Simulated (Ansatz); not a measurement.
The reference is PbSe in the rock salt structure (space group Fm-3m, No. 225).

```
CELL_PARAMETERS angstrom
      0.00000     3.08901     3.08901
      3.08901     0.00000     3.08901
      3.08901     3.08901     0.00000
ATOMIC_POSITIONS crystal
  Pb 0.00000 0.00000 0.00000
  Se 0.50000 0.50000 0.50000
```

Cartesian axes are those of the cell as printed.

Method: r2SCAN (Ansatz, a program for electronic structure), scalar-relativistic without spin-orbit coupling.

Before the change:

| Item | Result |
|---|---|
| Electron mass | 0.19 mₑ along k, 0.14 mₑ across (at L) |
| Valley order | L along ⟨111⟩ 0.67 eV; a point along ⟨110⟩, about 0.6 Å⁻¹ from Γ 1.46 eV |

It is then changed as follows: uniaxial strain ε_zz = +0.50 %, all other strain components held at zero, atoms relaxed at fixed cell.

**Question.** What happens to the stress?

**Answer.** The stress (xx, yy, zz, yz, xz, xy; compression positive) amounts to (-0.07, -0.07, -0.63, 0.00, 0.00, 0.00) GPa.

**Question.** What does the calculation give for the electron mass after the change?

**Answer.** The electron mass goes from 0.19 mₑ along k, 0.14 mₑ across (at L) to 0.20 mₑ along k, 0.14 mₑ across (at L).

**Question.** Estimate the effect on the valley order.

**Answer.** The valley order (the lowest conduction-band minima on the path, energy above the VBM, named in the base's zone) becomes L along [1-11] 0.68 eV; a point along [1-10], about 0.6 Å⁻¹ from Γ 1.47 eV (base: L along ⟨111⟩ 0.67 eV; a point along ⟨110⟩, about 0.6 Å⁻¹ from Γ 1.46 eV).

Spin-orbit coupling, missing from the scalar runs, can matter with Pb. The levels and masses belong to the bands next to the band gap. Masses are band curvatures over ±0.01 Å⁻¹ around the edge. Along k means along the line from Γ to the band edge. No phonon test of stability was made.
